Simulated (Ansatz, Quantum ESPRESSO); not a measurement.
# LaMg6Nb (Amm2, 8 atoms in the cell) computed with different codes at matched settings

Self-consistent single point.

```
LaMg6Nb
1.0
    5.07303     0.00000     0.00000
    0.00000     3.25044     5.78244
    0.00000    -3.25044     5.78244
La Mg Nb
1 6 1
Direct
  0.00000   0.80737   0.80737
  0.00000   0.81032   0.33814
  0.00000   0.33814   0.81032
  0.00000   0.33328   0.33328
  0.50000   0.66642   0.18792
  0.50000   0.18792   0.66642
  0.50000   0.16928   0.16928
  0.50000   0.68725   0.68725
```

Shared settings, as Ansatz (a quantum-chemistry and plane-wave program) writes them: kpoints.mp_grid.grid = 4 3 3; scf.occupations.method = gaussian; scf.occupations.width = 0.0147 Ry. Potentials and cutoffs stand in the table.

```
code                                                            model  pressure (GPa)  largest force (eV/Å)   cutoff
----------------  ---------------------------------------------------  --------------  --------------------  -------
Quantum ESPRESSO  LDA (PZ), GBRV 1.5 ultrasoft (LDA) pseudopotentials           -3.30                 0.389    40 Ry
Ansatz                            LDA (PW92), PAW files made with PBE           -3.35                 0.418  default
```

Size of the force on each atom (eV/Å): Sizes of forces hide their directions.

```json
[
 {"code": "Quantum ESPRESSO", "La1": "0.389", "Mg2": "0.045", "Mg3": "0.045", "Mg4": "0.028", "Mg5": "0.093", "Mg6": "0.093", "Mg7": "0.063", "Nb8": "0.274"},
 {"code": "Ansatz", "La1": "0.418", "Mg2": "0.047", "Mg3": "0.047", "Mg4": "0.029", "Mg5": "0.093", "Mg6": "0.093", "Mg7": "0.064", "Nb8": "0.301"}
]
```

On Ansatz's run: spin polarisation is off.

The spread over the programs that give each value: pressure within 0.05 GPa; largest force within 0.029 eV/Å.

Ansatz's pressure is given at a fixed set of plane waves, as the other plane-wave codes print theirs. The same LDA comes in different parametrisations, which differ slightly.

The starting cell comes from a database of computed structures (which also holds hypothetical and non-ambient phases and stackings), without a prior relaxation at this level. Its lattice was rescaled by a random factor within 2.5 % of one.

Left out of this page: CP2K (unsound by tests on forces, stress, charge or solver warnings); Elk (not drawn, or without a comparable value).

Keys are those of Ansatz 0.2.
